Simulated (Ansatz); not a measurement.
Consider Be$_{3}$As$_{2}$ (space group P-3m1, No. 164; a = 3.5989 Å, c = 5.9602 Å; a hypothetical phase, not in the database extracts checked). Axes: x lies along a and z along c of the hexagonal cell.

Method: PBEsol (Ansatz, a first-principles code), scalar-relativistic without spin-orbit coupling.

Strains are applied to the cell and any free atomic positions relax; under biaxial strain the out-of-plane vector relaxes too.

One change was made to it. Results:

```tsv
quantity	base	after
pressure (mean of the normal stresses, compression positive)	0.0 GPa	2.3 GPa
shortest interatomic distance	2.253 Å	2.248 Å
band gap	zero	zero
```

Problem. Which of these changes matches the shifts?
A. biaxial strain +0.97 %, plane normal [001], relaxed out of plane
B. biaxial strain −1.44 %, plane normal [001], relaxed out of plane
C. biaxial strain +3.37 %, plane normal [001], relaxed out of plane
D. uniaxial strain ε_zz = −3.23 %

Solution. B, biaxial strain −1.44 %, plane normal [001], relaxed out of plane. For comparison, the pressure in the other runs: biaxial strain +3.37 %, plane normal [001], relaxed out of plane gives -4.4 GPa; uniaxial strain ε_zz = −3.23 % gives 3.6 GPa; biaxial strain +0.97 %, plane normal [001], relaxed out of plane gives -1.4 GPa.

Without a gap, meshes like the base's 15×15×8 leave anisotropic stresses uncertain by several tenths of a GPa, and small strain energies with them. No phonon test of stability was made. The final runs are not spin-polarised. A zero or small gap of Be3As2 can be the functional's error rather than a property of the material.
